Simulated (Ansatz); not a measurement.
System: AlB2-type ZrB2. Method: revPBE (PAW; Ansatz, a program for electronic structure).

Numerical settings: plane-wave cutoff 520 eV, 18×18×12 k mesh (along the axes of the cell as run), Fermi–Dirac smearing 0.1 eV, perturbation theory, scalar-relativistic PAW data made under PBE.

Computed at the level's own relaxed cell.

```
ZrB2
1.0
    3.18347     0.00000     0.00000
   -1.59173     2.75697     0.00000
    0.00000     0.00000     3.55464
Zr B
1 2
Direct
  0.00000   0.00000   0.00000
  0.66667   0.33333   0.50000
  0.33333   0.66667   0.50000
```

Harmonic phonon frequencies (cm⁻¹; i marks an imaginary mode):

```json
[
 {"q point": "Γ", "frequencies": "0 0 0 443 443 461 543 760 760"},
 {"q point": "M", "frequencies": "224 227 287 506 518 526 679 685 715"},
 {"q point": "K", "frequencies": "240 259 259 528 528 621 636 636 725"},
 {"q point": "A", "frequencies": "206 206 234 398 398 487 609 764 764"},
 {"q point": "L", "frequencies": "218 247 261 503 533 586 653 704 707"},
 {"q point": "H", "frequencies": "227 251 251 561 561 614 634 634 710"}
]
```

No imaginary mode appears at these points.
